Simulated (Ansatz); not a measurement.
The starting structures come from a database of crystals and need not be the phases stable at ambient conditions.

 Where the default PAW files enter, the runs use the earlier of Ansatz's two default sets.

By PBEsol, the system below comes out a metal.

```
CELL_PARAMETERS angstrom
      5.78508     0.00000     0.00000
     -2.89254     5.01002     0.00000
      2.89254     1.67001     4.72350
ATOMIC_POSITIONS crystal
  Mg 0.75000 0.37500 0.87500
  Mg 0.25000 0.37500 0.37500
  Mg 0.75000 0.37500 0.37500
  Mg 0.25000 0.87500 0.37500
  Sn 0.00000 0.00000 0.00000
  Sn 0.50000 0.75000 0.75000
```

Space group of this cell: Fd-3m, cubic Laves (MgCu2 type). The cell is strained (all lengths scaled by 0.98); by PBEsol its mean pressure is 0.9 GPa.

The current flows along the normal of the first two printed cell vectors, the (111) plane of the conventional cell. No spin-orbit coupling; the value is a mean over 0.1 eV about the Fermi level.

Q: State the ballistic conductance per area according to Ansatz (a program for electronic structure) with PBEsol.

A: 0.81 × 10¹⁵ S/m² for both spins.
